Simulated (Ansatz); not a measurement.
# MoS2 (R3m, No. 160, 3 atoms in the cell; start mp-1434; a measured phase of this formula has another space group): band gap by level of theory

No measured value is used here.

```
level (code)         value (eV)  cell (Å³/atom)
-------------------  ----------  --------------
LDA (Ansatz)               0.75           16.91
PBE (Ansatz)               1.51           21.63
PBEsol (Ansatz)            1.03           17.92
PBE-D3(BJ) (Ansatz)        0.80           17.21
PBE-D4 (Ansatz)            0.84           17.37
```

Computed values are for a static lattice. Levels without +SOC have no spin–orbit coupling; where heavier elements are present it shifts gaps, mostly down, and can invert bands. The crystal itself was run without spin with LDA, PBE, PBEsol, PBE-D3(BJ), PBE-D4; a magnetic state was not tried in these runs. LDA, PBE, PBEsol, PBE-D3(BJ), PBE-D4: the gap is read on the k mesh or supercell of the run alone and can be too large. LDA, PBE, PBEsol, PBE-D3(BJ), PBE-D4: the relaxation could not lower the start's symmetry, so the cell can be a saddle point above a distorted one. Each level is taken at its own relaxed cell. Ansatz's density-functional and Hartree–Fock values are scalar-relativistic unless marked +SOC, with PAW data made under PBE.

A start named mp-… is a Materials Project structure, which need not be a measured phase.

Ansatz is a first-principles code.
